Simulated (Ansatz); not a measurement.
# RuB$_{2}$ (space group Pmmn, No. 59)

```yaml
crystal:
  lattice:
    - [2.84949, 0.00000, 0.00000]
    - [0.00000, 4.62569, 0.00000]
    - [0.00000, 0.00000, 4.02364]
  atoms:
    - { symbol: B, position: [0.00000, 0.80386, 0.36259] }
    - { symbol: B, position: [0.00000, 0.19614, 0.36259] }
    - { symbol: B, position: [0.50000, 0.69614, 0.63741] }
    - { symbol: B, position: [0.50000, 0.30386, 0.63741] }
    - { symbol: Ru, position: [0.00000, 0.00000, 0.84873] }
    - { symbol: Ru, position: [0.50000, 0.50000, 0.15127] }
```

Computed with PBEsol (Ansatz, an electronic-structure program, PAW, without spin-orbit coupling). k-mesh 16×10×12 (Γ-centred); smearing 0.05 eV (Fermi–Dirac).

- Volume per atom: 8.84 Å³
- Density: 7.68 g/cm³
- Band gap: zero
- Total energy: -2040.933 eV/atom (σ→0; compares only within this code and set-up)

Whether these cells are dynamically stable was not tested. The final runs are not spin-polarised.
